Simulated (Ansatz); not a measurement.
## A self-consistent single point of SnSe (I4mm, 2 atoms in the cell) with Ansatz

Method of the run: LDA (PW92), default PAW files made with PBE (plane waves; Ansatz, a quantum-chemistry and plane-wave program).

The input file:

Ansatz 0.2 input:
```yaml
# SnSe
crystal:
  lattice:
    - [0.00000000, 3.00140400, 3.00140400]
    - [3.00140400, 0.00000000, 3.00140400]
    - [3.00140400, 3.00140400, 0.00000000]
  atoms:
    - { symbol: Sn, position_ang: [-0.00000000, -0.00000000, 0.04999739] }
    - { symbol: Se, position_ang: [3.00140400, 3.00140400, 3.00140400] }
basis:
  ecutwfc: 420.0
kpoints:
  mp_grid: { grid: [7, 7, 7] }
hamiltonian:
  xc: lda
  pseudopotentials: { kind: paw }
scf:
  occupations: { method: fermi_dirac, width: 0.136 }
output:
  forces: true
  eigenvalues: true
  stress: true
```

Output, abridged:

```
WARN ansatz: RAYON_NUM_THREADS=1 ignored (pool sized by the plan → 1); use --threads N
Pseudopotentials: kind: paw
Pseudopotential: Sn, paw, valence charge 14
Pseudopotential: Se, paw, valence charge 16
Crystal: 2 atoms, lattice volume = 54.076 Å³
Basis set: ecut = 420 eV, 1067 PW (Γ)
Bands: 19, of which v1, the nominal top of the filled ones, is band 15 counted from 1 (14 counted from 0)
Symmetry: 8 space group operations
Space group: I4mm (ITA 107), of the structure as read, at distance tolerance 3.8e-5 Å
k-points: 40 of 343 (time reversal used)
PAW frozen core: Sn, regenerated for the run's functional, and the local potential with it
PAW frozen core: Se, regenerated for the run's functional, and the local potential with it
Initial density: superposition of atomic densities (neutral atoms: chi_scale 0, normalization atom), corrected by the library's trained network
Initial wavefunctions: pseudopotential atomic-orbital guess
Eigensolver: davidson
Functional: x = slater, c = lda
SCF iter   1: F=—  HF=-11263.639638 eV  |F-HF|=—  |Δ(HF+E_count)|=         —  Δρ=5.10e-3  dr2=7.92e-3  ethr=1.77e-3  ⟨swp⟩=5.3  Hψ=3536  notcnv=0
all-band conjugate gradients solve this SCF's bands
preconditioner: auto → none
SCF iter   2: F=—  HF=-11263.634904 eV  |F-HF|=—  |Δ(HF+E_count)|=   4.73e-3  Δρ=2.13e-3  dr2=1.07e-3  ethr=2.64e-5  ⟨swp⟩=2.8  Hψ=1505  notcnv=0
SCF iter   3: F=—  HF=-11263.634604 eV  |F-HF|=—  |Δ(HF+E_count)|=   2.99e-4  Δρ=5.21e-4  dr2=3.28e-4  ethr=3.57e-6  ⟨swp⟩=2.0  Hψ=1160  notcnv=0
SCF iter   4: F=—  HF=-11263.634499 eV  |F-HF|=—  |Δ(HF+E_count)|=   1.05e-4  Δρ=1.92e-4  dr2=9.30e-6  ethr=1.09e-6  ⟨swp⟩=2.7  Hψ=1264  notcnv=0
SCF iter   5: F=—  HF=-11263.634495 eV  |F-HF|=—  |Δ(HF+E_count)|=   3.87e-6  Δρ=2.88e-5  dr2=3.53e-7  ethr=3.10e-8  ⟨swp⟩=2.0  Hψ=1360  notcnv=0
SCF iter   6: F=-11263.634495 eV  HF=-11263.634495 eV  |F-HF|=2.61e-8  |Δ(HF+E_count)|=   2.88e-7  Δρ=1.04e-5  dr2=4.73e-8  ethr=3.33e-10  ⟨swp⟩=6.1  Hψ=3640  notcnv=0
SCF 1 converged in 6 iterations: F = -11263.634495 eV  dr2 = 4.73e-8
SCF converged after 6 iterations
Free energy (F): -11263.634495 eV
Harris-Foulkes:  -11263.634495 eV  (|F-HF|=2.61e-8)
Internal energy: -11263.622785 eV  (E = F + TS)
E sigma→0 (E₀):  -11263.628640 eV
Entropy (-TS):   -0.011710 eV (-5.855 meV/atom)
Fermi energy:    9.096679 eV
--- Per-component energies (eV) ---
  E_band       = -483.825549
  E_kinetic    = 304.802061
  E_local      = -3324.620557  (includes V_loc(G=0)·N_el)
  E_nonlocal   = -617.567395
  E_hartree    = 1743.540165
  E_xc         = -483.319795
  E_vxc        = -197.651569  (∫ρ·V_xc dr)
  E_paw        = -5818.254825  (= ΣΔE_a)
  E_vpaw       = -135.878973  (= ΣTr[D̂ρ^β])
  E_aug_tail   = -0.000621  (compensation charges beyond the density's cutoff)
  E_ewald      = -3070.844078
  E_core_change = 2.642261  (= ΣΔE_core)
  E_smearing   = -0.011710  (= −TS)
  E_closure    = 0.000000  (closes the sum)
  Σ components = -11263.634495   (vs F -11263.634495, Δ=0.00e0)
--- Forces (eV/Å), atoms counted from 1 ---
  atom   1  Sn     0.00000000     0.00000000     0.00946485
  atom   2  Se    -0.00000000     0.00000000    -0.00946797
  max |Σ_I F_I| component: 3.12e-6 eV/Å
--- Stress (GPa, compression-positive) ---
       -2.949165       0.000000       0.000000
        0.000000      -2.949165      -0.000000
        0.000000       0.000000      -2.883665
  P = ⅓ Tr σ = -2.9273 GPa (-29.273 kbar)
  The stress holds the Pulay correction. Without it, at fixed plane waves, as pw.x and ABINIT print it: P = -2.9556 GPa
--- Band table (eV; the first three rows and the last of 40) ---
  k-point 0: bands = ["-38.9898", "-38.9894", "-38.9877", "-38.9877", "-38.9874", "-12.6139", "-12.6136", "-12.6115", "-12.6111", "-12.6111", "-5.0906", "3.6637", "6.6734", "6.6815", "6.6815", "13.0951", "13.0951", "13.1216", "14.7431"]
  k-point 1: bands = ["-38.9898", "-38.9894", "-38.9877", "-38.9877", "-38.9874", "-12.6152", "-12.6150", "-12.6107", "-12.6090", "-12.6088", "-4.9469", "2.9575", "6.7023", "6.7086", "7.2201", "12.0444", "12.2275", "12.2472", "14.6897"]
  k-point 2: bands = ["-38.9898", "-38.9894", "-38.9877", "-38.9877", "-38.9874", "-12.6187", "-12.6186", "-12.6096", "-12.6034", "-12.6031", "-4.5754", "1.7268", "6.7924", "6.7999", "8.0191", "10.6192", "10.9620", "10.9741", "15.1854"]
  k-point 39: bands = ["-38.9899", "-38.9893", "-38.9876", "-38.9876", "-38.9875", "-12.6415", "-12.6161", "-12.6078", "-12.5941", "-12.5933", "-3.8506", "2.2550", "3.4948", "5.3689", "5.6829", "12.2046", "13.4439", "13.7655", "14.5715"]
```

The run converged in 6 iterations.

The starting cell comes from a database of computed structures (which also holds hypothetical and non-ambient phases and stackings), without a prior relaxation at this level. Its lattice was rescaled by up to half a per cent. One atom was moved a little off its site on purpose. Ansatz's pressure includes its estimate of the finite-basis (Pulay) stress.
